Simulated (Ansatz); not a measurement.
The parent structure is Sr in the fcc (Cu type) structure (space group Fm-3m, No. 225; a = 5.923 Å).

Method: Ansatz (a program for electronic structure), PBEsol, PAW, cutoff 420 eV, no SOC.

Before the change:

Pressure: 0.0 GPa
Band gap: zero

One thing is altered: the cell is scaled by 0.9950 in all directions, atoms relaxed at fixed cell.

What happens to the energy relative to the base?

The energy increases by 0.5 meV/atom.

How does this affect the pressure?

The pressure goes from zero to 0.2 GPa.

Predict the new band gap.

The band gap remains zero.

The cells carry an imposed strain or load. Whether these cells are dynamically stable was not tested.
